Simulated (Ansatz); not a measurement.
## WGe (model structure, started from the TiAs type, P6₃/mmc, No. 194, 8 atoms in the cell): properties by level of theory

| level (code) | equilibrium lattice constant a (Å) | lattice parameter c (Å) | formation enthalpy (eV/atom) |
|---|---|---|---|
| PBE (Ansatz) | ? | 10.672 | 0.580 |
| PBEsol (Ansatz) | 3.811 | 10.583 | ? |
| PBE-D3(BJ) (Ansatz) | 3.821 | 10.590 | 0.554 |

Q: What belongs in the gaps?

A: 
- PBE (Ansatz, a first-principles code), equilibrium lattice constant a (Å): 3.858
- PBEsol (Ansatz), formation enthalpy (eV/atom): 0.535

Ansatz's density-functional and Hartree–Fock values are scalar-relativistic unless marked +SOC, with PAW data made under PBE.

A model structure was made by putting elements into a prototype or built by hand; it is no filed structure, need not be a known phase, and can be a saddle point held by its symmetry.
